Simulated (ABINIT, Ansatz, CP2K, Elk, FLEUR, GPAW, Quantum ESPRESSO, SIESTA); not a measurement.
## Code comparison for Te₂Mo (P6_3/mmc, 6 atoms in the cell)

Self-consistent single point.

```
CELL_PARAMETERS angstrom
      3.50111     0.00000     0.00000
     -1.75056     3.03205     0.00000
      0.00000     0.00000    14.38265
ATOMIC_POSITIONS crystal
  Te 0.33333 0.66667 0.62782
  Te 0.66667 0.33333 0.37218
  Te 0.66667 0.33333 0.12782
  Te 0.33333 0.66667 0.87218
  Mo 0.33333 0.66667 0.25000
  Mo 0.66667 0.33333 0.75000
```

All programs got the same cell, k-point mesh and kind of occupations (some realise fixed ones as a very narrow smearing) (in Ansatz's words: kpoints.mp_grid.grid = 6 6 2; scf.occupations.method = fixed); potentials, basis and cutoffs are each program's usual ones.

```json
[
 {"code": "SIESTA", "model": "GGA PBE, numerical atomic orbitals DZP, PseudoDojo PBE standard norm-conserving potentials (rewritten from UPF to PSML)", "pressure (GPa)": "7.79", "largest force (eV/Å)": "1.554", "gap on the mesh (eV)": "0.974", "k-points": "46", "cutoff": "grid 300 Ry"},
 {"code": "Ansatz", "model": "PBE, default PAW files", "pressure (GPa)": "6.37", "largest force (eV/Å)": "1.025", "gap on the mesh (eV)": "0.982", "k-points": "14", "cutoff": "420 eV"},
 {"code": "Elk", "model": "PBE, all-electron FP-LAPW, Elk's shipped species files, default APW+lo basis", "pressure (GPa)": "–", "largest force (eV/Å)": "–", "gap on the mesh (eV)": "0.969", "k-points": "14", "cutoff": "rgkmax 7"},
 {"code": "CP2K", "model": "PBE, GPW, DZVP-MOLOPT-SR-GTH basis, GTH-PBE potentials (GTH_POTENTIALS)", "pressure (GPa)": "8.58", "largest force (eV/Å)": "1.275", "gap on the mesh (eV)": "0.963", "k-points": "40", "cutoff": "grid 500 Ry"},
 {"code": "FLEUR", "model": "PBE, all-electron FLAPW (FLEUR), scalar-relativistic valence", "pressure (GPa)": "–", "largest force (eV/Å)": "1.048", "gap on the mesh (eV)": "0.980", "k-points": "14", "cutoff": "Kmax 4.2 1/bohr"},
 {"code": "Quantum ESPRESSO", "model": "PBE, PSlibrary PAW (PBE) pseudopotentials", "pressure (GPa)": "6.54", "largest force (eV/Å)": "1.087", "gap on the mesh (eV)": "0.968", "k-points": "14", "cutoff": "55 Ry"},
 {"code": "ABINIT", "model": "PBE, norm-conserving pseudopotentials (PseudoDojo nc-sr-05 PBE standard)", "pressure (GPa)": "6.40", "largest force (eV/Å)": "1.032", "gap on the mesh (eV)": "0.977", "k-points": "14", "cutoff": "41 Ha"},
 {"code": "GPAW", "model": "PBE, GPAW PAW datasets PBE (gpaw-data 1.0.1)", "pressure (GPa)": "5.70", "largest force (eV/Å)": "0.938", "gap on the mesh (eV)": "0.963", "k-points": "14", "cutoff": "550 eV"}
]
```

A dash marks a value that a program does not give, or that is left out as unsure.

Gaps are read on the mesh.

The spread over the programs that give each value: pressure within 2.88 GPa; largest force within 0.616 eV/Å; gap on the mesh within 0.019 eV.

The starting cell comes from a database of computed structures (which also holds hypothetical and non-ambient phases and stackings), without a prior relaxation at this level. Its lattice was rescaled by a random factor within 2.5 % of one. On Ansatz's run: Spin-orbit coupling is off. In the base run, with a pressure of about 6 GPa the cell is away from its equilibrium volume at this level. In the base run, forces exceed 1 eV/Å.

**Question.** Why do the programs differ, and what cannot be compared?

**Answer.** Differences of this kind can come from the potentials, where these differ, and from what each basis and cutoff leave unconverged. The valence holds different numbers of electrons (SIESTA 92, Ansatz (a program for electronic structure) 92, CP2K 52, FLEUR 92, Quantum ESPRESSO 52, ABINIT 92, GPAW 52). The zero of total energies and Fermi levels follows the potentials and each program's conventions, so they are not compared here. SIESTA and CP2K use small atom-centred bases, whose incompleteness enters pressures, forces and empty levels differently from a plane-wave cutoff. Elk and FLEUR treat all electrons, but the usual bases taken here (sphere radii, linearisation, local orbitals, empty states) were not tested for convergence, so the values are no reference for the others. Ansatz's pressure is given at a fixed set of plane waves, as the other plane-wave codes print theirs; with its correction for the finite basis it is 6.41 GPa. The programs reduce the same mesh by symmetry to different extents, which changes the work and not the result. In the pressure, SIESTA (by 1.40) and CP2K (by 2.20) lie more than 1 GPa from the median of the plane-wave programs. In the force vectors, SIESTA (by 0.525), CP2K (by 0.247) and GPAW (by 0.090) lie more than 0.08 eV/Å from the median of the plane-wave programs.

Keys are those of Ansatz 0.2.
